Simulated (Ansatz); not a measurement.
## Worked example: self-consistent single point of V3Ir (Pm-3n, 8 atoms in the cell) in Ansatz

Method: LDA (PW92), default PAW files made with PBE (plane waves; Ansatz, a quantum-chemistry and plane-wave program).

Input as run:

Ansatz 0.2 input:
```yaml
crystal:
  lattice:
    - [4.738906, 0.000000, 0.000000]
    - [0.000000, 4.738906, 0.000000]
    - [0.000000, 0.000000, 4.738906]
  atoms:
    - { symbol: V, position: [0.500000, 0.250000, 0.000000] }
    - { symbol: V, position: [0.500000, 0.750000, 0.000000] }
    - { symbol: V, position: [0.250000, 0.000000, 0.500000] }
    - { symbol: V, position: [0.750000, 0.000000, 0.500000] }
    - { symbol: V, position: [0.000000, 0.500000, 0.250000] }
    - { symbol: V, position: [0.000000, 0.500000, 0.750000] }
    - { symbol: Ir, position: [0.500000, 0.500000, 0.500000] }
    - { symbol: Ir, position: [0.000000, 0.000000, 0.000000] }
basis:
  ecutwfc: 420.0 eV
kpoints:
  mp_grid: { grid: [7, 7, 7] }
hamiltonian:
  xc: lda
  pseudopotentials: { kind: paw }
scf:
  occupations: { method: gaussian, width: 0.1 eV }
output:
  forces: true
  eigenvalues: true
  stress: true
```

Log, with long lists cut:

```
WARN ansatz: RAYON_NUM_THREADS=1 ignored (pool sized by the plan → 1); use --threads N
Pseudopotentials: kind: paw
Pseudopotential: V, paw, valence charge 13
Pseudopotential: Ir, paw, valence charge 17
Crystal: 8 atoms, lattice volume = 106.423 Å³
Basis set: ecut = 420 eV, 2103 PW (Γ)
Bands: 68, of which v1, the nominal top of the filled ones, is band 56 counted from 1 (55 counted from 0)
Symmetry: 48 space group operations
Space group: Pm-3n (ITA 223), of the structure as read, at distance tolerance 4.7e-5 Å
k-points: 20 of 343
PAW frozen core: V, regenerated for the run's functional, and the local potential with it
PAW frozen core: Ir, regenerated for the run's functional, and the local potential with it
Initial density: superposition of atomic densities (neutral atoms: chi_scale 0, normalization atom), corrected by the library's trained network
Initial wavefunctions: pseudopotential atomic-orbital guess
Eigensolver: davidson
Functional: x = slater, c = lda
SCF iter   1: F=—  HF=-40493.466895 eV  |F-HF|=—  |Δ(HF+E_count)|=         —  Δρ=9.08e-3  dr2=3.78e-2  ethr=1.77e-3  ⟨swp⟩=4.1  Hψ=4266  notcnv=0
all-band conjugate gradients solve this SCF's bands
preconditioner: auto → Kerker (q_TF=auto, 2.752 Å⁻¹)
SCF iter   2: F=—  HF=-40493.457766 eV  |F-HF|=—  |Δ(HF+E_count)|=   9.13e-3  Δρ=4.03e-3  dr2=6.37e-3  ethr=3.38e-5  ⟨swp⟩=2.1  Hψ=2268  notcnv=0  defer=64
SCF iter   3: F=—  HF=-40493.456548 eV  |F-HF|=—  |Δ(HF+E_count)|=   1.22e-3  Δρ=8.88e-4  dr2=3.05e-4  ethr=5.69e-6  ⟨swp⟩=2.0  Hψ=1736  notcnv=0  defer=64
SCF iter   4: F=—  HF=-40493.456546 eV  |F-HF|=—  |Δ(HF+E_count)|=   1.30e-6  Δρ=1.60e-4  dr2=2.56e-5  ethr=2.72e-7  ⟨swp⟩=2.0  Hψ=2424  notcnv=0  defer=64
SCF iter   5: F=—  HF=-40493.456545 eV  |F-HF|=—  |Δ(HF+E_count)|=   1.47e-6  Δρ=2.74e-5  dr2=5.93e-7  ethr=2.28e-8  ⟨swp⟩=2.0  Hψ=1663  notcnv=0  defer=64
SCF iter   6: F=-40493.456545 eV  HF=-40493.456545 eV  |F-HF|=2.64e-8  |Δ(HF+E_count)|=   5.17e-9  Δρ=9.71e-6  dr2=7.34e-8  ethr=8.93e-11  ⟨swp⟩=7.9  Hψ=5071  notcnv=0
SCF 1 converged in 6 iterations: F = -40493.456545 eV  dr2 = 7.34e-8
SCF converged after 6 iterations
Free energy (F): -40493.456545 eV
Harris-Foulkes:  -40493.456545 eV  (|F-HF|=2.64e-8)
Internal energy: -40493.423591 eV  (E = F + TS)
E sigma→0 (E₀):  -40493.440068 eV
Entropy (-TS):   -0.032954 eV (-4.119 meV/atom)
Fermi energy:    19.369534 eV
--- Per-component energies (eV) ---
  E_band       = -1051.577278
  E_kinetic    = 3264.736742
  E_local      = -7527.965901  (includes V_loc(G=0)·N_el)
  E_nonlocal   = -90.187114
  E_hartree    = 3280.068370
  E_xc         = -1312.869789
  E_vxc        = -1594.313645  (∫ρ·V_xc dr)
  E_paw        = -24273.424406  (= ΣΔE_a)
  E_vpaw       = -1664.000314  (= ΣTr[D̂ρ^β])
  E_aug_tail   = 0.001473  (compensation charges beyond the density's cutoff)
  E_ewald      = -13836.683070
  E_core_change = 2.900103  (= ΣΔE_core)
  E_smearing   = -0.032954  (= −TS)
  E_closure    = 0.000000  (closes the sum)
  Σ components = -40493.456545   (vs F -40493.456545, Δ=0.00e0)
--- Forces (eV/Å), atoms counted from 1 ---
  atom   1  V      0.00000000     0.00000000     0.00000000
   [... zero for the other atoms too ...]
  max |Σ_I F_I| component: 3.93e-17 eV/Å
--- Stress (GPa, compression-positive) ---
       -7.839715       0.000000       0.000000
        0.000000      -7.839715       0.000000
       -0.000000       0.000000      -7.839715
  P = ⅓ Tr σ = -7.8397 GPa (-78.397 kbar)
  The stress holds the Pulay correction. Without it, at fixed plane waves, as pw.x and ABINIT print it: P = -7.9164 GPa
--- Band table (eV; the first three rows and the last of 20) ---
  k-point 0: bands = ["-73.2583", "-73.2581", "-44.2598", "-44.1876", "-44.1876", "-43.9857", "-43.9857", "-43.9857", "-30.0573", "-30.0573", "-30.0573", "-30.0534", "-30.0534", "-30.0534", "-18.9084", "-18.9084", "-18.7872", "-18.5462", "-18.5462", [...]
  k-point 1: bands = ["-73.2583", "-73.2581", "-44.2541", "-44.1904", "-44.1800", "-43.9968", "-43.9856", "-43.9856", "-30.0573", "-30.0573", "-30.0563", "-30.0537", "-30.0537", "-30.0528", "-18.9054", "-18.8788", "-18.7628", "-18.5453", "-18.5453", [...]
  k-point 2: bands = ["-73.2582", "-73.2582", "-44.2405", "-44.1984", "-44.1563", "-44.0276", "-43.9856", "-43.9856", "-30.0571", "-30.0571", "-30.0545", "-30.0545", "-30.0539", "-30.0515", "-18.8975", "-18.8654", "-18.6180", "-18.5433", "-18.5433", [...]
  k-point 19: bands = ["-73.2582", "-73.2582", "-44.1324", "-44.1227", "-44.1227", "-44.0767", "-44.0767", "-44.0706", "-30.0529", "-30.0526", "-30.0526", "-30.0523", "-30.0523", "-30.0520", "-18.5097", "-18.5020", "-18.4375", "-18.4375", [...]
```

The run converged in 6 iterations.

The starting cell comes from a database of computed structures (which also holds hypothetical and non-ambient phases and stackings), without a prior relaxation at this level. Its lattice was rescaled by up to half a per cent. Spin-orbit coupling is off. Spin polarisation is off. With a pressure of about -8 GPa the cell is away from its equilibrium volume at this level. Ansatz's pressure includes its estimate of the finite-basis (Pulay) stress.
